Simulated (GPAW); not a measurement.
A self-consistent single point of Mg2NiH4 (Imm2, 7 atoms in the cell) with GPAW.

Method: LDA (Perdew-Wang 92), GPAW PAW datasets LDA (gpaw-data 1.0.1) (plane waves; GPAW).

The change in words: lattice scaled by 0.98. Reference geometry:
```xyz
7
Lattice="-2.2626 3.1646 2.2918 2.2626 -3.1646 2.2918 2.2626 3.1646 -2.2918" Properties=species:S:1:pos:R:3 pbc="T T T"
Mg     0.0000     1.5844     2.3344
Mg     2.2626     1.5801     0.0426
Ni     0.0000     0.0000     0.1762
H      2.2626    -1.6959     2.0562
H      2.2626     1.6959     2.0562
H      3.3421     0.0000     1.1774
H      1.1831     0.0000     1.1774
```

Reference input (self-consistent single point, DFT LDA (Perdew-Wang 92), plane waves, GPAW PAW datasets LDA (gpaw-data 1.0.1)): mode = pw; ecut = 800 eV; xc = LDA; kpts = 7 7 7; mesh shift (steps) = 0 0 0; occupations.name = fermi-dirac; occupations.width = 0.05 eV; nbands = -4; convergence.density = 1e-05 e/electron; convergence.bands = -2; symmetry.symmorphic = false; symmetry.tolerance = 0.0005. This run's input differs from it in these lines:

```diff
@@ -5,12 +5,12 @@
 atoms = Atoms(['Mg', 'Mg', 'Ni', 'H', 'H', 'H', 'H'],
-              cell=[[-2.262625, 3.164565, 2.291785],
-                    [2.262625, -3.164565, 2.291785],
-                    [2.262625, 3.164565, -2.291785]],
-              positions=[[-0.000000, 1.584434, 2.334366],
-                         [2.262625, 1.580131, 0.042581],
-                         [-0.000000, 0.000000, 0.176238],
-                         [2.262625, -1.695890, 2.056190],
-                         [2.262625, 1.695890, 2.056190],
-                         [3.342123, -0.000000, 1.177427],
-                         [1.183127, 0.000000, 1.177427]],
+              cell=[[-2.217372, 3.101274, 2.245949],
+                    [2.217372, -3.101274, 2.245949],
+                    [2.217372, 3.101274, -2.245949]],
+              positions=[[-0.000000, 1.552746, 2.287679],
+                         [2.217372, 1.548528, 0.041730],
+                         [-0.000000, -0.000000, 0.172713],
+                         [2.217372, -1.661973, 2.015065],
+                         [2.217372, 1.661973, 2.015065],
+                         [3.275280, 0.000000, 1.153879],
+                         [1.159464, 0.000000, 1.153879]],
               pbc=True)
```

The program printed (abridged):

```
     iter     time        total  log10-change:
                         energy   eigst   dens
iter:   1 --:--:--   -31.053931   +0.61
iter:   2 --:--:--   -30.249321   -0.23  -1.12
iter:   3 --:--:--   -29.951311   -0.10  -1.16
iter:   4 --:--:--   -28.536388   -0.89  -1.37
iter:   5 --:--:--   -28.303481   -1.51  -1.53
iter:   6 --:--:--   -28.329937   -1.94  -2.08
iter:   7 --:--:--   -28.304926   -2.44  -2.05
iter:   8 --:--:--   -28.301493   -3.33  -2.59
iter:   9 --:--:--   -28.304068c  -3.54  -2.70
iter:  10 --:--:--   -28.300081c  -3.23  -2.56
iter:  11 --:--:--   -28.300023c  -4.75  -3.46
iter:  12 --:--:--   -28.300040c  -5.59  -3.64
iter:  13 --:--:--   -28.300012c  -5.08  -3.57
iter:  14 --:--:--   -28.300005c  -5.42  -3.78
iter:  15 --:--:--   -28.299994c  -5.77  -3.89
iter:  16 --:--:--   -28.299992c  -6.31  -4.18
iter:  17 --:--:--   -28.299992c  -7.27  -4.65
iter:  18 --:--:--   -28.299992c  -8.02c -4.69
iter:  19 --:--:--   -28.299992c  -7.76c -4.72
iter:  20 --:--:--   -28.299992c  -8.54c -4.77
iter:  21 --:--:--   -28.299992c  -7.70c -4.82
iter:  22 --:--:--   -28.299992c  -9.39c -5.01c
Converged after 22 iterations.

Dipole moment: (1.560226, -2.182173, -1.012743) |e|*Ang

Energy contributions relative to reference atoms: (reference = -52203.571737)

Kinetic:        +17.716938
Potential:      -13.513253
External:        +0.000000
XC:             -32.357407
Entropy (-ST):   -0.000323
Local:           -0.146109
SIC:             +0.000000
--------------------------
Free energy:    -28.300153
Extrapolated:   -28.299992

Showing only first 2 kpts
 Kpt  Band  Eigenvalues  Occupancy
  0    18      4.22111    1.99988
  0    19      4.40608    1.99533
  0    20      7.92972    0.00000
  0    21      8.34920    0.00000

  1    18      2.90892    2.00000
  1    19      4.57513    1.87114
  1    20      7.31438    0.00000
  1    21      8.06780    0.00000

Fermi level: 4.70891

Gap: 0.285 eV
Transition (v -> c):
   [... lines left out ...]
Direct gap: 1.956 eV
   [... lines left out ...]
  1 Mg    0.00000   -0.01348   -0.08567
  2 Ni    0.00000    0.00000   -0.09106
  3 H     0.00000    0.09792    0.03675
  4 H     0.00000   -0.09792    0.03675
  5 H    -0.05635    0.00000    0.09403
  6 H     0.05635    0.00000    0.09403

Stress tensor:
    -0.004365     0.000000     0.000000
     0.000000    -0.010149     0.000000
     0.000000     0.000000    -0.005975
Stress (GPa, Voigt): [-0.6993 -1.6261 -0.9573  0.      0.      0.    ]
```

The run converged in 22 iterations. GPAW prints stress with tension positive. Against the reference run the free energy drops by 5.6 meV/atom, the pressure goes from -4.12 to 1.09 GPa, the largest force goes from 0.206 to 0.110 eV/Å and the gap on the mesh goes from 0.318 to 0.285 eV.

The starting cell comes from a database of computed structures (which also holds hypothetical and non-ambient phases and stackings), without a prior relaxation at this level. For this run, on top of that: lattice scaled by 0.98. Spin polarisation is off.

Cost on one core of a shared machine: roughly 3 min.
